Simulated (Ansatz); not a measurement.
Relaxation of the atoms of a sheet of PtSe₂ (3 atoms in the cell) at several settings

```
CELL_PARAMETERS angstrom
      3.34780     0.00000     0.00000
     -1.67390     2.89928     0.00000
      0.00000     0.00000    17.19027
ATOMIC_POSITIONS crystal
  Pt 0.66667 0.33333 0.50000
  Se 0.33333 0.66667 0.40721
  Se 0.33333 0.66667 0.59279
```

Base: PBE (Ansatz, an electronic-structure program). Its settings: kpoints.mp_grid.grid = 6 6 1; hamiltonian.xc = pbe; hamiltonian.pseudopotentials = {kind: paw} (the program's default PAW files); scf.occupations.method = fermi_dirac; scf.occupations.width = 0.05 eV.

Each line gives the change from the base single point and the result:

- atoms moved at random; scf.convergence.dr2_threshold: default (1e-07 eV) → 0.001 eV; relax: default → atoms; relax.f_tol: default → 0.03 eV/Å: pressure averaged over the cell with its vacuum 1.99 GPa; largest force (vector length) 0.019 eV/Å; relaxation steps 3; free energy against the base single point -16.4 meV/atom.
- atoms moved at random; relax: default → atoms; relax.f_tol: default → 0.03 eV/Å: pressure averaged over the cell with its vacuum 1.98 GPa; largest force (vector length) 0.014 eV/Å; relaxation steps 4; free energy against the base single point -16.4 meV/atom.
- relax: default → atoms: pressure averaged over the cell with its vacuum 1.98 GPa; largest force (vector length) 0.009 eV/Å; relaxation steps 4; free energy against the base single point -16.4 meV/atom.

The starting cell was generated: these elements placed on a structure prototype, without a prior relaxation; it need not be a known phase or ordering of this composition. Spin polarisation is off.

Keys are those of Ansatz 0.2.
